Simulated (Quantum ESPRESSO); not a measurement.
A self-consistent single point of Al2Te3 (R3, 10 atoms in the cell) with Quantum ESPRESSO.

Computed with PBEsol, GBRV 1.5 ultrasoft (PBESOL) pseudopotentials (plane waves; Quantum ESPRESSO 7.5).

```
CELL_PARAMETERS angstrom
      3.66181    -2.11415     7.20006
      0.00000     4.22830     7.20006
     -3.66181    -2.11415     7.20006
ATOMIC_POSITIONS crystal
  Al 0.50395 0.85401 0.17693
  Al 0.17693 0.50395 0.85401
  Al 0.85401 0.17693 0.50395
  Al 0.62950 0.62950 0.62950
  Te 0.61366 0.98812 0.28528
  Te 0.28528 0.61366 0.98812
  Te 0.98812 0.28528 0.61366
  Te 0.78762 0.78762 0.78762
  Te 0.46037 0.46037 0.46037
  Te 0.11722 0.11722 0.11722
```

Reference input (self-consistent single point, DFT, PBEsol, plane waves, GBRV 1.5 ultrasoft (PBESOL) pseudopotentials): ecutwfc = 40 Ry; ecutrho = 200 Ry; occupations = smearing; smearing = gaussian; degauss = 0.0036749 Ry; potentials = {Al: al_pbesol_v1.uspp.F.UPF, Te: te_pbesol_v1.uspp.F.UPF}; K_POINTS = automatic 3 3 3 0 0 0; conv_thr = 1e-10 Ry. This run's input differs from it in these lines:

```diff
@@ -38,3 +38,3 @@
 K_POINTS automatic
-3 3 3  0 0 0
+2 2 2  0 0 0
```

Log, with long lists cut:

```
     Self-consistent Calculation

     iteration #  1     ecut=    40.00 Ry     beta= 0.70

     Threshold (ethr) on eigenvalues was too large:
     Diagonalizing with lowered threshold

     total energy              =    -185.42872025 Ry
     estimated scf accuracy    <       0.21107597 Ry

     iteration #  2     ecut=    40.00 Ry     beta= 0.70

     total energy              =    -185.44331097 Ry
     estimated scf accuracy    <       0.10326309 Ry

     iteration #  3     ecut=    40.00 Ry     beta= 0.70

     total energy              =    -185.47813252 Ry
     estimated scf accuracy    <       0.01432244 Ry

   [... 7 blocks of this kind left out ...]

     iteration # 11     ecut=    40.00 Ry     beta= 0.70

     negative rho (up, down):  7.742E-07 0.000E+00

     total energy              =    -185.48022298 Ry
     estimated scf accuracy    <          1.9E-09 Ry

     iteration # 12     ecut=    40.00 Ry     beta= 0.70

     negative rho (up, down):  7.737E-07 0.000E+00
     End of self-consistent calculation

     the Fermi energy is     4.3554 ev

!    total energy              =    -185.48022298 Ry
     estimated scf accuracy    <          6.1E-11 Ry
     smearing contrib. (-TS)   =      -0.00000000 Ry
     internal energy E=F+TS    =    -185.48022298 Ry

     convergence has been achieved in  12 iterations

     negative rho (up, down):  7.737E-07 0.000E+00

     Forces acting on atoms (cartesian axes, Ry/au):

     atom    1 type  1   force =    -0.00005190   -0.00048810    0.00040437
     atom    2 type  1   force =     0.00044866    0.00019910    0.00040437
     atom    3 type  1   force =    -0.00039675    0.00028900    0.00040437
     atom    4 type  1   force =     0.00000000    0.00000000   -0.00055907
     atom    5 type  2   force =     0.00119947   -0.00051215   -0.00060863
   [... lines left out ...]
     Total force =     0.004517     Total SCF correction =     0.000007
   [... lines left out ...]

     negative rho (up, down):  7.737E-07 0.000E+00
          total   stress  (Ry/bohr**3)                   (kbar)     P=      -14.65
  -0.00010282   0.00000000   0.00000000          -15.12        0.00        0.00
  -0.00000000  -0.00010282  -0.00000000           -0.00      -15.12       -0.00
  -0.00000000  -0.00000000  -0.00009306           -0.00       -0.00      -13.69

   JOB DONE.
```

The run converged in 12 iterations. Against the reference run the free energy rises by 11.3 meV/atom, the pressure hardly changes (-1.52 to -1.46 GPa), the largest force moves little (0.076 to 0.075 eV/Å) and the gap on the mesh hardly changes (0.612 to 0.610 eV).

The starting cell comes from a database of computed structures (which also holds hypothetical and non-ambient phases and stackings), without a prior relaxation at this level. Spin-orbit coupling is off.

Cost on one core of a shared machine: roughly 30 s.
